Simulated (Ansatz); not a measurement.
# Formation enthalpy of PbZrO3 (Pm-3m, No. 221, 5 atoms in the cell; start mp-1068577; cubic high-temperature phase) at several levels of theory

No measured value is used here.

| level (code) | value (eV/atom) |
|---|---|
| LDA (Ansatz) | -2.710 |
| r²SCAN (Ansatz) | -2.655 |
| r²SCAN-D4 (Ansatz) | -2.706 |
| r²SCAN+rVV10 (Ansatz) | -2.709 |

Density-functional levels without +SOC have no spin–orbit coupling, which shifts binding energies of heavy elements. LDA, r²SCAN, r²SCAN-D4, r²SCAN+rVV10: the relaxation could not lower the start's symmetry, so the cell can be a saddle point above a distorted one. Each level is taken at its own relaxed cell. Ansatz's density-functional and Hartree–Fock values are scalar-relativistic unless marked +SOC, with PAW data made under PBE.

A start named mp-… is a Materials Project structure, which need not be a measured phase.

Ansatz is a program for electronic structure.
